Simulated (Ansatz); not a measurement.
Worked example: self-consistent single point of F2 (P1, 4 atoms in the cell) in Ansatz (a first-principles code).

Method of the run: PBEsol, default PAW files made with PBE (plane waves; Ansatz).

The change in words: lattice scaled by 0.98; kpoints.mp_grid.grid: 9 9 4 → 14 14 6. Reference geometry:
```
F2
1.0
    2.56910    -1.59194     0.00000
    2.56910     1.59194     0.00000
   -0.56492     0.00000     6.63070
F
4
Cartesian
  3.54452   0.50863   4.01489
  1.02876  -0.50863   2.66581
  0.74630   0.50863   5.98115
  3.82698  -0.50863   0.64954
```

Reference input (self-consistent single point, DFT, PBEsol, plane waves, default PAW files made with PBE): basis.ecutwfc = 420 eV; kpoints.mp_grid.grid = 9 9 4; hamiltonian.xc = pbesol; hamiltonian.pseudopotentials = {kind: paw} (the program's default PAW files); scf.occupations.method = fermi_dirac; scf.occupations.width = 0.01 eV. This run's input differs from it in these lines:

Ansatz 0.2 input:
```diff
@@ -3,5 +3,5 @@
   lattice:
-    - [2.569102, -1.591945, 0.000000]
-    - [2.569102, 1.591945, 0.000000]
-    - [-0.564920, 0.000000, 6.630697]
+    - [2.517720, -1.560106, 0.000000]
+    - [2.517720, 1.560106, 0.000000]
+    - [-0.553622, 0.000000, 6.498083]
   atoms:
@@ -14,3 +14,3 @@
 kpoints:
-  mp_grid: { grid: [9, 9, 4] }
+  mp_grid: { grid: [14, 14, 6] }
 hamiltonian:
```

The program printed (abridged):

```
SCF iter   1: F=—  HF=-3190.547883 eV  |F-HF|=—  |Δ(HF+E_count)|=         —  Δρ=1.24e-2  dr2=3.37e-2  ethr=1.77e-3  ⟨swp⟩=5.7  Hψ=50658  notcnv=0
all-band conjugate gradients solve this SCF's bands
preconditioner: auto → none
SCF iter   2: F=—  HF=-3190.536121 eV  |F-HF|=—  |Δ(HF+E_count)|=   1.18e-2  Δρ=2.97e-3  dr2=1.32e-3  ethr=1.20e-4  ⟨swp⟩=2.0  Hψ=23314  notcnv=0
   [... lines left out ...]
SCF iter   5: F=—  HF=-3190.536071 eV  |F-HF|=—  |Δ(HF+E_count)|=   5.64e-5  Δρ=5.88e-4  dr2=1.06e-4  ethr=2.21e-6  ⟨swp⟩=1.7  Hψ=11054  notcnv=0
SCF iter   6: F=—  HF=-3190.536065 eV  |F-HF|=—  |Δ(HF+E_count)|=   6.15e-6  Δρ=1.49e-4  dr2=6.11e-6  ethr=3.77e-7  ⟨swp⟩=1.0  Hψ=10656  notcnv=0
SCF iter   7: F=—  HF=-3190.536028 eV  |F-HF|=—  |Δ(HF+E_count)|=   3.73e-5  Δρ=2.73e-5  dr2=8.59e-8  ethr=3.57e-10  ⟨swp⟩=3.1  Hψ=43452  notcnv=0
SCF iter   8: F=-3190.536028 eV  HF=-3190.536028 eV  |F-HF|=4.04e-8  |Δ(HF+E_count)|=   1.76e-7  Δρ=1.16e-5  dr2=1.50e-8  ethr=3.07e-10  ⟨swp⟩=1.1  Hψ=32455  notcnv=0
SCF 1 converged in 8 iterations: F = -3190.536028 eV  dr2 = 1.50e-8
Free energy (F): -3190.536028 eV
Internal energy: -3190.536028 eV  (E = F + TS)
E sigma→0 (E₀):  -3190.536028 eV
Fermi energy:    -0.736347 eV
--- Forces (eV/Å), atoms counted from 1 ---
  atom   1  F      0.03067885     0.37061847    -0.94590208
  atom   2  F     -0.03134262    -0.37258725     0.91913491
  atom   3  F      0.02087787    -0.15638472    -0.39231486
  atom   4  F     -0.02021208     0.15836887     0.41902335
--- Stress (GPa, compression-positive) ---
        2.077007      -0.109425       0.195786
       -0.109426       1.639789       2.437716
        0.195762       2.437725      -0.713975
  P = ⅓ Tr σ = 1.0009 GPa (10.009 kbar)
  The stress holds the Pulay correction. Without it, at fixed plane waves, as pw.x and ABINIT print it: P = -0.2180 GPa
```

The run converged in 8 iterations. Against the reference run the free energy drops by 3.7 meV/atom, the pressure goes from -2.32 to 1.00 GPa, the largest force goes from 1.774 to 1.016 eV/Å and the gap on the mesh goes from 2.260 to 2.523 eV.

The starting cell comes from a database of computed structures (which also holds hypothetical and non-ambient phases and stackings), without a prior relaxation at this level. Its lattice was rescaled by up to half a per cent. One atom was moved a little off its site on purpose. For this run, on top of that: lattice scaled by 0.98. Forces in this geometry exceed 1 eV/Å. Ansatz's pressure includes its estimate of the finite-basis (Pulay) stress. Without the estimate this run gives -0.22 GPa.

Cost on one core of a shared machine: roughly 40 s.
